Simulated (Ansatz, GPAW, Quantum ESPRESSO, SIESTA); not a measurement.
**One structure in several programs: Ni2Ge (P6_3/mmc, 6 atoms in the cell)**

Self-consistent single point, at a second geometry (lattice scaled by 0.98). First geometry:

```
CELL_PARAMETERS angstrom
      3.97981     0.00000     0.00000
     -1.98991     3.44662     0.00000
      0.00000     0.00000     5.02388
ATOMIC_POSITIONS crystal
  Ni 0.66667 0.33333 0.25000
  Ni 0.33333 0.66667 0.75000
  Ni 0.00000 0.00000 0.00000
  Ni 0.00000 0.00000 0.50000
  Ge 0.66667 0.33333 0.75000
  Ge 0.33333 0.66667 0.25000
```

Shared settings, as Ansatz (a first-principles code) writes them: kpoints.mp_grid.grid = 9 9 6; scf.occupations.method = gaussian; scf.occupations.width = 0.272 eV. Potentials and cutoffs stand in the table.

```
code                                                                                                                                      model  ΔF from the first geometry (meV/atom)  pressure (GPa)       cutoff
----------------  -----------------------------------------------------------------------------------------------------------------------------  -------------------------------------  --------------  -----------
SIESTA            GGA PBEsol, numerical atomic orbitals DZP, PseudoDojo PBEsol standard norm-conserving potentials (rewritten from UPF to PSML)                                   35.4           15.53  grid 400 Ry
Quantum ESPRESSO                                                                             PBEsol, PSlibrary ultrasoft (PBE) pseudopotentials                                   36.8           15.66        50 Ry
Ansatz                                                                                                  PBEsol, default PAW files made with PBE                                   23.2           12.77      default
GPAW                                                                                      PBEsol, GPAW PAW datasets PBEsol (made by gpaw-setup)                                   33.1           15.60       850 eV
```

For Quantum ESPRESSO (by 0.9 GPa) the energy change implies a higher mean pressure, against the two pressures, than for the other programs: a sign of finite-basis (Pulay) stress.

On Ansatz's run: spin polarisation is off.

The spread over the programs that give each value: ΔF from the first geometry within 13.6 meV/atom; pressure within 2.89 GPa.

SIESTA uses small atom-centred bases, whose incompleteness enters pressures, forces and empty levels differently from a plane-wave cutoff. Ansatz's pressure is given at a fixed set of plane waves, as the other plane-wave codes print theirs; with its correction for the finite basis it is 12.84 GPa. In the pressure, Ansatz (by 2.83) lies more than 1 GPa from the median of the plane-wave programs.

The starting cell comes from a database of computed structures (which also holds hypothetical and non-ambient phases and stackings), without a prior relaxation at this level. For this run, on top of that: lattice scaled by 0.98.

Left out of this page: Elk and FLEUR (not drawn, or without a comparable value).

Keys are those of Ansatz 0.2.
